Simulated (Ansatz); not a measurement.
A computed series for MgO: pressure series

The parent structure is MgO in the rock salt structure (space group Fm-3m, No. 225; a = 4.2141 Å).

Cell and atoms are relaxed at each pressure.

The values are results of DFT with PBEsol, PAW potentials and a 420 eV plane-wave cutoff in Ansatz (an electronic-structure program), scalar-relativistic without spin-orbit coupling, not measurements.

```
case               lattice parameter a  width of the top valence band
-----------------  -------------------  -----------------------------
base                        7.963 bohr                        1.79 eV
pressure −2 GPa             7.998 bohr                        1.76 eV
pressure −1 GPa             7.981 bohr                        1.78 eV
pressure 0.9 GPa            7.949 bohr                        1.80 eV
pressure 2.1 GPa            7.929 bohr                        1.81 eV
pressure 4.5 GPa            7.892 bohr                        1.84 eV
pressure 9 GPa              7.828 bohr                        1.88 eV
pressure 15 GPa             7.752 bohr                        1.94 eV
pressure 22.5 GPa           7.669 bohr                        2.01 eV
pressure 30 GPa             7.595 bohr                        2.07 eV
```

The levels and masses belong to the bands next to the band gap. Load acts through the strain it causes; cell and atoms are relaxed under it. No phonon test of stability was made. No other phases were tried under pressure.
